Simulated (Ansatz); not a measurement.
The reference is ZnO in the wurtzite structure (space group P6_3mc, No. 186).

```
ZnO
1.0
    3.27948     0.00000     0.00000
   -1.63974     2.84011     0.00000
    0.00000     0.00000     5.29371
Zn O
2 2
Cartesian
  0.00000   1.89341   0.00773
  1.63974   0.94670   2.65459
  0.00000   1.89341   2.01447
  1.63974   0.94670   4.66132
```

Cartesian axes are those of the cell as printed.

The values are results of PBE/PAW in Ansatz (an electronic-structure program), scalar-relativistic without spin-orbit coupling, not measurements.

Strains are applied to the cell and any free atomic positions relax; under biaxial strain the out-of-plane vector relaxes too.

One change was made to it. Results:

The valence-band top at Γ (three highest levels, from the VBM) changes from 0.00, 0.00, -0.08 eV to 0.00, 0.00, -0.05 eV; the pressure (mean of the normal stresses, compression positive) goes from zero to -3.17 GPa; the shortest interatomic distance increases by 0.0206 Å (1.999 Å → 2.019 Å).

### Question
Name the change that was made.
(A) biaxial strain +2.40 %, plane normal [001], relaxed out of plane
(B) biaxial strain +3.00 %, plane normal [001], relaxed out of plane
(C) biaxial strain +1.80 %, plane normal [001], relaxed out of plane

### Answer
A, biaxial strain +2.40 %, plane normal [001], relaxed out of plane. For comparison, the pressure in the other runs: biaxial strain +1.80 %, plane normal [001], relaxed out of plane gives -2.42 GPa; biaxial strain +3.00 %, plane normal [001], relaxed out of plane gives -3.89 GPa.

The levels and masses belong to the bands next to the band gap. No phonon test of stability was made.
